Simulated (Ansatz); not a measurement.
## Short convergence ladders for ScCrC₂ (P3m1, 8 atoms in the cell)

```
CELL_PARAMETERS angstrom
      3.25612     0.00000     0.00000
     -1.62806     2.81988     0.00000
      0.00000     0.00000     9.03793
ATOMIC_POSITIONS crystal
  Sc 0.00000 0.00000 0.50553
  Sc 0.00000 0.00000 0.00000
  Cr 0.33333 0.66667 0.25000
  Cr 0.66667 0.33333 0.75000
  C  0.33333 0.66667 0.83426
  C  0.66667 0.33333 0.16574
  C  0.66667 0.33333 0.33426
  C  0.33333 0.66667 0.66574
```

Base method: PBEsol, default PAW files made with PBE (plane waves; Ansatz, an electronic-structure program).

Base settings: basis.ecutwfc = 420 eV; kpoints.mp_grid.grid = 8 8 2; hamiltonian.xc = pbesol; hamiltonian.pseudopotentials = {kind: paw} (the program's default PAW files); scf.occupations.method = fermi_dirac; scf.occupations.width = 0.1 eV.

The count of work is k-points × plane waves × bands × iterations; it is no time. 

**The cutoff for other potential files**

Level: DFT, PBEsol, plane waves, harder PAW files (source: ansatz) made with PBE.

In this ladder: hamiltonian.pseudopotentials = {kind: paw, source: ansatz}.

The second cell is the first with its lattice scaled by 0.98.

The mesh stays at the base's, so the ladder's end is converged at best in this setting alone.

The first pressure column holds Ansatz's estimate of the finite-basis (Pulay) stress, which hides part of the cutoff error; the other is without it.

Only quantities that move along the ladder and can be compared are tabulated.

```tsv
basis.ecutwfc	free energy less the last step's (meV/atom)	energy of the compressed cell less the first (meV/atom)	pressure (GPa)	pressure without the Pulay estimate (GPa)	largest difference of a force vector from the last step's (eV/Å)	count of work / last
420 eV	1211.17	-14.52	-10.85	-95.67	0.059	0.11
510 eV	267.42	-2.53	-7.50	-31.68	0.012	0.14
650 eV	19.84	0.15	-7.15	-9.76	0.011	0.20
790 eV	1.53	-0.32	-7.25	-7.43	0.001	0.28
930 eV	0.46	-0.35	-7.25	-7.27	0.001	0.35
1115 eV	0.21	-0.36	-7.25	-7.26	0.000	0.46
1395 eV	0.08	-0.37	-7.25	-7.26	0.000	0.64
1860 eV	0.00	-0.37	-7.25	-7.26	0.000	1.0
```

Coarsest basis.ecutwfc that holds the pressure without the Pulay estimate within 0.5 GPa of the last step, with all finer ones: 790 eV, at 0.28 of the last step's count of work; the step before is off by 2.5 GPa.

Coarsest basis.ecutwfc that holds the forces within 0.01 eV/Å of the last step, with all finer ones: 790 eV, at 0.28 of the last step's count of work; the step before is off by 0.011 eV/Å.

Coarsest basis.ecutwfc that holds the pressure within 1 GPa of the last step, with all finer ones: 510 eV, at 0.14 of the last step's count of work; the step before is off by 3.6 GPa.

The energy difference between the two cells stays within 1 meV/atom of the last step's from 650 eV on, the total only from 930 eV on: much of the error is common to both cells and cancels.

At the lowest cutoff the pressure without the Pulay estimate lies 88.4 GPa under the last step's, the usual sign of Pulay stress in an incomplete plane-wave basis.

**The relaxed cell against the cutoff**

On ScCrC2 (P6_3/mmc, 8 atoms in the cell): atoms on their sites.

In this ladder: relax = cell and atoms.

The mesh stays at the base's, so the ladder's end is converged at best in this setting alone.

Only quantities that move along the ladder and can be compared are tabulated.

```tsv
basis.ecutwfc	relaxed volume (Å³/atom)	relaxation steps
210 eV	10.026	34
250 eV	9.788	29
295 eV	9.977	15
355 eV	10.011	8
420 eV	10.006	8
505 eV	10.007	6
630 eV	10.007	6
840 eV	10.007	6
```

Coarsest basis.ecutwfc that holds the relaxed volume within 0.01 Å³/atom of the last step, with all finer ones: 355 eV; the step before is off by 0.029 Å³/atom.

On the base run: the starting cell comes from a database of computed structures (which also holds hypothetical and non-ambient phases and stackings), without a prior relaxation at this level. Its lattice was rescaled by up to half a per cent. One atom was moved a little off its site on purpose. Spin polarisation is off. Without a gap this mesh is coarse (it stands for a supercell whose shortest vector is 18 Å).

Keys are those of Ansatz 0.2.
